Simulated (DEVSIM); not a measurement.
Structure: illuminated Si n-on-p cell, one wavelength, with a back-surface field, at 400 K.

```
layer (left to right)  material  thickness (μm)  Nd (cm⁻³)  Na (cm⁻³)   τn (s)   τp (s)  absorption coefficient (cm⁻¹)
---------------------  --------  --------------  ---------  ---------  -------  -------  -----------------------------
1                            Si          0.0660     9.1e17          -   1.4e-5   6.6e-6                          24000
2                            Si            69.0          -       9e16  0.00047  0.00047                          24000
3                            Si            1.60          -     7.6e18  0.00047  0.00047                          24000
```

Left contact: ohmic, minority hole recombination velocity 400 cm/s. Right contact: ohmic, minority electron recombination velocity 10000 cm/s. Voltage is applied to the left contact. Recombination: SRH at mid-gap, radiative, Auger. Gap narrowing is on: ΔEg = 6.92 meV × (l + √(l² + 0.5)), l = ln(N/1.3e17 cm⁻³), shared equally by both band edges. Light enters at the left, 3.5e16 photons cm⁻² s⁻¹, one pass, no reflection. Mobility is μmin + (μ − μmin)/(1 + (N/Nref)^α).

The device is made up for the run: typed textbook-type constants, with dimensions and the other settings drawn at random. Values at 300 K; Nc and Nv go as T^1.5, mobilities as T to minus their exponent, the gap by Varshni's rule with the affinity fixed.

```csv
parameter,Si
gap (eV),1.124
affinity (eV),4.05
permittivity,11.7
Nc (cm⁻³),2.86e19
Nv (cm⁻³),3.1e19
μn (cm²/Vs),1417
μp (cm²/Vs),470
"μn,min",52
"μp,min",45
"Nref,n",9.7e16
"Nref,p",2.2e17
αn,0.68
αp,0.72
T exponent of μn,2.3
T exponent of μp,2.2
B (cm³/s),4.7e-15
Cn (cm⁶/s),2.8e-31
Cp (cm⁶/s),9.9e-32
Varshni α (eV/K),0.000473
Varshni β (K),636
```

Simulated with DEVSIM: 1D drift-diffusion, Boltzmann statistics, complete ionisation; no tunnelling, impact ionisation, image-force lowering or self-heating.

The photon flux was swept, all else fixed.

```json
[
 {"photon flux (cm^-2 s^-1)": "1e15", "fill factor": "0.66", "open-circuit voltage (V)": "0.299", "largest power (mW/cm²)": "0.0318", "short-circuit current (mA/cm²)": "0.160"},
 {"photon flux (cm^-2 s^-1)": "3.5e15", "fill factor": "0.69", "open-circuit voltage (V)": "0.342", "largest power (mW/cm²)": "0.132", "short-circuit current (mA/cm²)": "0.560"},
 {"photon flux (cm^-2 s^-1)": "1e16", "fill factor": "0.71", "open-circuit voltage (V)": "0.379", "largest power (mW/cm²)": "0.431", "short-circuit current (mA/cm²)": "1.60"},
 {"photon flux (cm^-2 s^-1)": "3.5e16", "fill factor": "0.73", "open-circuit voltage (V)": "0.422", "largest power (mW/cm²)": "1.73", "short-circuit current (mA/cm²)": "5.60"},
 {"photon flux (cm^-2 s^-1)": "1e17", "fill factor": "0.75", "open-circuit voltage (V)": "0.458", "largest power (mW/cm²)": "5.47", "short-circuit current (mA/cm²)": "16.0"},
 {"photon flux (cm^-2 s^-1)": "3.5e17", "fill factor": "0.76", "open-circuit voltage (V)": "0.501", "largest power (mW/cm²)": "21.4", "short-circuit current (mA/cm²)": "56.0"},
 {"photon flux (cm^-2 s^-1)": "1e18", "fill factor": "0.77", "open-circuit voltage (V)": "0.537", "largest power (mW/cm²)": "66.2", "short-circuit current (mA/cm²)": "160"}
]
```

From the first row to the last the fill factor goes from 0.66 to 0.77. From the first row to the last the open-circuit voltage goes from 0.299 to 0.537.
